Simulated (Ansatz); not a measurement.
Base system: ZrC in the rock salt structure (space group Fm-3m, No. 225; a = 4.669 Å; relaxed with 0.1 eV smearing). Axes: x, y, z lie along the cube axes.

All numbers come from Ansatz (an electronic-structure program), PBEsol, PAW, cutoff 420 eV, without spin-orbit coupling.

Strains are applied to the cell and any free atomic positions relax; under biaxial strain the out-of-plane vector relaxes too.

One change was made to it. Results:

The energy increases by 2.7 meV/atom; the shortest interatomic distance increases by 0.009 Å to 2.344 Å.

Which change produced these results?
A) biaxial strain −2.50 %, plane normal [111], relaxed out of plane
B) biaxial strain −0.42 %, plane normal [111], relaxed out of plane
C) biaxial strain +1.25 %, plane normal [111], relaxed out of plane
D) biaxial strain −2.08 %, plane normal [111], relaxed out of plane
E) biaxial strain +0.83 %, plane normal [111], relaxed out of plane

E, biaxial strain +0.83 %, plane normal [111], relaxed out of plane. For comparison, the energy relative to the base in the other runs: biaxial strain −0.42 %, plane normal [111], relaxed out of plane gives +0.7 meV/atom; biaxial strain +1.25 %, plane normal [111], relaxed out of plane gives +6.0 meV/atom; biaxial strain −2.08 %, plane normal [111], relaxed out of plane gives +18 meV/atom; biaxial strain −2.50 %, plane normal [111], relaxed out of plane gives +26 meV/atom.

No phonon test of stability was made. All final runs are without spin polarisation.
